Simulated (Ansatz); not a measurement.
Consider a 34-atom cell of (Ge,Sn) started in the type-II clathrate frame structure, site fractions Ge 0.118, Sn 0.882, short-range order +0.01 among the nearest mixed sites of the first mixed sublattice (0 is random, a negative value favours unlike neighbours), space group P1 at the end. Its start:

```yaml
crystal:
  lattice:
    - [0.01743, 8.90875, 8.89986]
    - [8.92496, -0.00242, 8.91971]
    - [8.92388, 8.92753, -0.00135]
  atoms:
    - { symbol: Sn, position: [0.00269, 0.00265, 0.99885] }
    - { symbol: Sn, position: [0.25486, 0.25829, 0.24803] }
    - { symbol: Sn, position: [0.97156, 0.34423, 0.33439] }
    - { symbol: Sn, position: [0.90596, 0.90994, 0.28097] }
    - { symbol: Sn, position: [0.34039, 0.97690, 0.34179] }
    - { symbol: Sn, position: [0.91104, 0.90721, 0.90460] }
    - { symbol: Ge, position: [0.35310, 0.33464, 0.33805] }
    - { symbol: Sn, position: [0.90434, 0.28469, 0.91676] }
    - { symbol: Ge, position: [0.33830, 0.34092, 0.98348] }
    - { symbol: Sn, position: [0.28592, 0.91275, 0.89711] }
    - { symbol: Sn, position: [0.89313, 0.49294, 0.49640] }
    - { symbol: Sn, position: [0.13403, 0.74513, 0.36330] }
    - { symbol: Sn, position: [0.49754, 0.89100, 0.11566] }
    - { symbol: Sn, position: [0.74917, 0.13403, 0.75617] }
    - { symbol: Sn, position: [0.13774, 0.47791, 0.48450] }
    - { symbol: Sn, position: [0.74975, 0.36353, 0.76050] }
    - { symbol: Sn, position: [0.48215, 0.13340, 0.89604] }
    - { symbol: Sn, position: [0.36493, 0.74853, 0.12831] }
    - { symbol: Sn, position: [0.48976, 0.91519, 0.49351] }
    - { symbol: Sn, position: [0.37977, 0.13551, 0.72875] }
    - { symbol: Sn, position: [0.12461, 0.48455, 0.90553] }
    - { symbol: Sn, position: [0.75897, 0.75023, 0.13356] }
    - { symbol: Ge, position: [0.48716, 0.14013, 0.47677] }
    - { symbol: Sn, position: [0.74656, 0.75584, 0.36783] }
    - { symbol: Sn, position: [0.87008, 0.48976, 0.11606] }
    - { symbol: Sn, position: [0.13778, 0.36365, 0.75040] }
    - { symbol: Sn, position: [0.48459, 0.48456, 0.90887] }
    - { symbol: Ge, position: [0.74721, 0.34885, 0.13785] }
    - { symbol: Sn, position: [0.88059, 0.12109, 0.49428] }
    - { symbol: Sn, position: [0.13797, 0.74556, 0.75591] }
    - { symbol: Sn, position: [0.50056, 0.48179, 0.13097] }
    - { symbol: Sn, position: [0.37455, 0.74554, 0.74785] }
    - { symbol: Sn, position: [0.11496, 0.89048, 0.49778] }
    - { symbol: Sn, position: [0.73828, 0.13856, 0.35915] }
```

These are r2SCAN (plane waves to 500 eV, PAW; Ansatz, a program for electronic structure) values and carry that method's errors. Scalar-relativistic, without spin–orbit coupling. Its k-point mesh 3×3×3, Fermi–Dirac width 0.01 eV.

Problem. Predict the alloy's volume and bond lengths.

Solution. 
* **volume per atom**: 38.45 Å³
* **Sn–Sn bonds (within 1.22 times the sum of covalent radii)**: 2.829 Å on average, from 2.786 to 2.889 (53)
* **Ge–Sn bonds (within 1.22 times the sum of covalent radii)**: 2.695 Å on average, from 2.670 to 2.729 (14)
* **Ge–Ge bonds (within 1.22 times the sum of covalent radii)**: 2.531 Å on average, from 2.531 to 2.531 (1)
